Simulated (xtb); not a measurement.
xtb 6.7.1, GFN1-xTB: Zr(OiPr)3(Me) (CC(C)[O][Zr]([CH3])([O]C(C)C)[O]C(C)C), 38 atoms. The geometry is a generated start, not checked to be a minimum at this level.

```
Quantity                  Result
-----------------  -------------
run flags                 --grad
method                  GFN1-xTB
--acc                1 (default)
--etemp (K)        300 (default)
basis functions              110
valence electrons             86
```

Charge 0 and multiplicity 1 are set for this test and not shown to be the ground state.

One run each on 1 thread. Values of broydamp tried: 0.02, 0.05, 0.1, 0.2, 0.4 (default), 0.6, 0.8, 1.

Task: Which value of broydamp needs the fewest SCC iterations, and what happens away from it?

Result: Fewest SCC iterations: 0.4 (default) with 11. The count rises to 21 at 0.02. All converge to one solution.

```csv
broydamp,SCC iterations,end
0.02,21,same solution
0.05,20,same solution
0.1,16,same solution
0.2,13,same solution
0.4 (default),11,same solution
0.6,14,same solution
0.8,16,same solution
1,16,same solution
```
